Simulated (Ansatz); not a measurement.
Ansatz (an electronic-structure program) run on HfGeTe (P4mm, 6 atoms in the cell): self-consistent single point.

Method: PBEsol, default PAW files made with PBE (plane waves; Ansatz).

```yaml
crystal:
  lattice:
    - [3.74425, 0.00000, 0.00000]
    - [0.00000, 3.74425, 0.00000]
    - [0.00000, 0.00000, 10.17541]
  atoms:
    - { symbol: Hf, position: [0.00000, 0.50000, 0.79650] }
    - { symbol: Hf, position: [0.50000, 0.00000, 0.20841] }
    - { symbol: Ge, position: [0.00000, 0.00000, 0.00000] }
    - { symbol: Ge, position: [0.50000, 0.50000, 0.00000] }
    - { symbol: Te, position: [0.50000, 0.00000, 0.66020] }
    - { symbol: Te, position: [0.00000, 0.50000, 0.33980] }
```

Reference input (self-consistent single point, DFT, PBEsol, plane waves, default PAW files made with PBE): basis.ecutwfc = 420 eV; kpoints.mp_grid.grid = 8 8 3; hamiltonian.xc = pbesol; hamiltonian.pseudopotentials = {kind: paw} (the program's default PAW files); scf.occupations.method = gaussian; scf.occupations.width = 0.1 eV. This run's input differs from it in these lines:

Ansatz 0.2 input:
```diff
@@ -15,3 +15,3 @@
 kpoints:
-  mp_grid: { grid: [8, 8, 3] }
+  mp_grid: { grid: [13, 13, 5] }
 hamiltonian:
@@ -20,3 +20,3 @@
 scf:
-  occupations: { method: gaussian, width: 0.1 eV }
+  occupations: { method: fermi_dirac, width: 0.1 eV }
 output:
```

The program printed (abridged):

```
SCF iter   1: F=—  HF=-53510.354198 eV  |F-HF|=—  |Δ(HF+E_count)|=         —  Δρ=3.44e-3  dr2=1.83e-2  ethr=1.77e-3  ⟨swp⟩=5.9  Hψ=19325  notcnv=0  defer=2
all-band conjugate gradients solve this SCF's bands
preconditioner: auto → LDOS
SCF iter   2: F=—  HF=-53510.357464 eV  |F-HF|=—  |Δ(HF+E_count)|=   3.27e-3  Δρ=1.47e-3  dr2=1.06e-2  ethr=1.63e-5  ⟨swp⟩=2.0  Hψ=11199  notcnv=0  defer=16
   [... lines left out ...]
SCF iter   4: F=—  HF=-53510.354058 eV  |F-HF|=—  |Δ(HF+E_count)|=   2.14e-4  Δρ=1.67e-4  dr2=6.83e-5  ethr=9.84e-7  ⟨swp⟩=2.0  Hψ=8853  notcnv=0  defer=16
SCF iter   5: F=—  HF=-53510.354050 eV  |F-HF|=—  |Δ(HF+E_count)|=   8.15e-6  Δρ=3.41e-5  dr2=1.66e-6  ethr=6.10e-8  ⟨swp⟩=2.0  Hψ=8808  notcnv=0  defer=17
SCF iter   6: F=—  HF=-53510.354050 eV  |F-HF|=—  |Δ(HF+E_count)|=   1.93e-7  Δρ=9.43e-6  dr2=1.39e-7  ethr=1.48e-9  ⟨swp⟩=2.0  Hψ=10131  notcnv=0  defer=15
SCF iter   7: F=-53510.354050 eV  HF=-53510.354050 eV  |F-HF|=7.28e-10  |Δ(HF+E_count)|=   1.11e-7  Δρ=3.17e-6  dr2=1.61e-8  ethr=8.93e-11  ⟨swp⟩=8.5  Hψ=22347  notcnv=0
SCF 1 converged in 7 iterations: F = -53510.354050 eV  dr2 = 1.61e-8
Free energy (F): -53510.354050 eV
Internal energy: -53510.314981 eV  (E = F + TS)
E sigma→0 (E₀):  -53510.334516 eV
Entropy (-TS):   -0.039069 eV (-6.511 meV/atom)
Fermi energy:    13.231834 eV
--- Forces (eV/Å), atoms counted from 1 ---
  atom   1  Hf    -0.00000000     0.00000000    -0.77677126
  atom   2  Hf    -0.00000000     0.00000000     0.19551558
  atom   3  Ge     0.00000000     0.00000000     0.19959130
  atom   4  Ge    -0.00000000     0.00000000     0.19959130
  atom   5  Te     0.00000000     0.00000000     0.35750475
  atom   6  Te    -0.00000000     0.00000000    -0.17540913
--- Stress (GPa, compression-positive) ---
       -3.259356       0.000000       0.000000
        0.000000      -3.259356       0.000000
       -0.000000       0.000000      -1.163164
  P = ⅓ Tr σ = -2.5606 GPa (-25.606 kbar)
  The stress holds the Pulay correction. Without it, at fixed plane waves, as pw.x and ABINIT print it: P = -2.5931 GPa
```

The run converged in 7 iterations. Against the reference run the free energy goes down by 4.8 meV/atom, the pressure moves little (-2.55 to -2.56 GPa) and the largest force goes from 0.802 to 0.777 eV/Å.

The starting cell comes from a database of computed structures (which also holds hypothetical and non-ambient phases and stackings), without a prior relaxation at this level. Its lattice was rescaled by up to half a per cent. One atom was moved a little off its site on purpose. Spin-orbit coupling is off. Ansatz's pressure includes its estimate of the finite-basis (Pulay) stress.

Cost on one core of a shared machine: roughly 80 s.
